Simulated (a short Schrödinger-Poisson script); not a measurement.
From a short Schrödinger-Poisson script (our own, NumPy): one-band effective-mass equation with BenDaniel-Duke matching, electrons, heavy and light holes apart, hard walls at the outer ends, one valence edge for both holes (no strain splitting), no charge, excitons, band mixing or non-parabolicity; under a field the levels are quasi-bound states of a box, listed while three quarters of their weight lies within 4 nm of the wells.

Structure: coupled double GaAs/Al0.25Ga0.75As quantum well.

From the first side: 20 nm Al0.25Ga0.75As; 4 nm GaAs; 2 nm Al0.25Ga0.75As; 4 nm GaAs; 20 nm Al0.25Ga0.75As.

Constants are typed, rounded textbook-type inputs, not results; the design itself was drawn at random and stands for no fabricated device. GaAs: direct gap (eV) 1.424, conduction-band edge (eV) 0, electron mass (mₑ) 0.067, heavy-hole mass 0.377, light-hole mass 0.09. Al0.25Ga0.75As: direct gap (eV) 1.736, conduction-band edge (eV) 0.198, electron mass (mₑ) 0.0878, heavy-hole mass 0.402, light-hole mass 0.1125.

The valence-band edge of each layer lies one gap below its conduction-band edge. The electron's potential energy rises along the stack by the applied field. Mesh 0.03 nm at interfaces.

### Question
Give the e2 − e1 (meV); the hh1 − lh1 (meV); the squared e1-hh1 overlap at zero applied field.

### Answer
e2 − e1 (meV): 38.9; hh1 − lh1 (meV): 18.8; squared e1-hh1 overlap at zero applied field: 0.96. Excitons are left out, and strain enters only through the typed gaps and offsets, so measured lines lie elsewhere.
